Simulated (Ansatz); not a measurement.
## How the smallest direct gap on the k points sampled of WSeS (P-3m1, No. 164; start mp-1216174) moves with the method

No measured value is used here.

| level (code) | value (eV) |
|---|---|
| LDA (Ansatz) | 1.69 |
| PBEsol (Ansatz) | 1.70 |
| PBEsol+SOC (Ansatz) | … |
| r²SCAN (Ansatz) | 1.84 |
| r²SCAN+SOC (Ansatz) | 1.64 |

Task: Fill in the missing entries.

Result: 
- PBEsol+SOC (Ansatz, a first-principles code), value (eV): 1.51

Computed values are for a static lattice. Spin–orbit coupling is included only where a level's name says +SOC; with heavier elements it mostly lowers gaps and can invert bands.  Values are at the PBE-D3(BJ) cell. Cutoffs differ between the levels. Ansatz's density-functional and Hartree–Fock values are scalar-relativistic unless marked +SOC, with PAW data made under PBE.

A start named mp-… is a Materials Project structure, which can be a computed phase never made.
